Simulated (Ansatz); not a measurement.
The starting structures come from a database of crystals and need not be the phases stable at ambient conditions.

 Where the default PAW files enter, the runs use the earlier of Ansatz's two default sets.

**Evanescent states of NbCu₃Te₄ (P-43m, not sure to be the ambient phase, 8 atoms a cell, 26.6 Å³ an atom, -2 GPa at this level) along the normal of (110)**

Computed with PBEsol (plane waves, PAW; Ansatz, a program for electronic structure).

The gap is the functional's own, uncorrected, and κ follows it; spin-orbit coupling is left out. Mid-gap values are interpolated between the computed energies.

Energies count from the valence-band top; κ is the least over a 6×4 mesh across the current.

```json
[
 {"E (eV)": "0.03", "κ (1/Å)": "0.048", "where": "off Γ"},
 {"E (eV)": "0.09", "κ (1/Å)": "0.081", "where": "off Γ"},
 {"E (eV)": "0.15", "κ (1/Å)": "0.102", "where": "off Γ"},
 {"E (eV)": "0.21", "κ (1/Å)": "0.118", "where": "off Γ"},
 {"E (eV)": "0.27", "κ (1/Å)": "0.131", "where": "off Γ"},
 {"E (eV)": "0.33", "κ (1/Å)": "0.143", "where": "off Γ"},
 {"E (eV)": "0.39", "κ (1/Å)": "0.152", "where": "off Γ"},
 {"E (eV)": "0.45", "κ (1/Å)": "0.161", "where": "off Γ"},
 {"E (eV)": "0.51", "κ (1/Å)": "0.168", "where": "off Γ"},
 {"E (eV)": "0.57", "κ (1/Å)": "0.175", "where": "off Γ"},
 {"E (eV)": "0.63", "κ (1/Å)": "0.181", "where": "off Γ"},
 {"E (eV)": "0.69", "κ (1/Å)": "0.187", "where": "off Γ"},
 {"E (eV)": "0.75", "κ (1/Å)": "0.181", "where": "off Γ"},
 {"E (eV)": "0.81", "κ (1/Å)": "0.154", "where": "off Γ"},
 {"E (eV)": "0.87", "κ (1/Å)": "0.115", "where": "off Γ"},
 {"E (eV)": "0.93", "κ (1/Å)": "0.040", "where": "off Γ"}
]
```

Task: How thick must the barrier be to attenuate the transmission by 10^4 when the electrodes' Fermi level lies at 0.03 eV, and what attenuation does that film give at 0.63 eV?

Result: d = 4 ln 10 / (2 × 0.048) = 95.9 Å. At 0.63 eV it gives 4 × 0.181/0.048 = 15.1 decades.
